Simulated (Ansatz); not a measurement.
**A computed series for SrTiO3: pressure series**

Base system: SrTiO₃ in the cubic perovskite structure (space group Pm-3m, No. 221; a = 3.936 Å).

Cell and atoms are relaxed at each pressure.

Levels (all Ansatz, a program for electronic structure, PAW, earlier PAW set): PBE (420 eV, scalar-relativistic without spin-orbit coupling); r2SCAN (500 eV, without spin-orbit coupling).

The base cell above is that of PBE; each level relaxes its own structures.

```csv
case,"shortest interatomic distance, PBE","shortest interatomic distance, r2SCAN"
pressure −2 GPa,1.976 Å,?
pressure −1 GPa,1.972 Å,?
pressure 0.3 GPa,1.967 Å,?
pressure 0.7 GPa,1.966 Å,?
pressure 1.5 GPa,1.963 Å,1.949 Å
pressure 3 GPa,1.957 Å,1.944 Å
pressure 5 GPa,1.950 Å,1.938 Å
pressure 10 GPa,1.934 Å,1.923 Å
```

Question: What belongs in the blanks?

Answer: 
- pressure −2 GPa, shortest interatomic distance, r2SCAN: 1.961 Å
- pressure −1 GPa, shortest interatomic distance, r2SCAN: 1.957 Å
- pressure 0.3 GPa, shortest interatomic distance, r2SCAN: 1.953 Å
- pressure 0.7 GPa, shortest interatomic distance, r2SCAN: 1.951 Å

PBE lies above r2SCAN in every row, by 0.011 Å to 0.015 Å. They put the cases in the same order.

Load acts through the strain it causes; cell and atoms are relaxed under it. Whether these cells are dynamically stable was not tested. No other phases were tried under pressure. The final runs are not spin-polarised. Many cubic perovskites are stable only at high temperature; tilts and polar distortions were not tested.
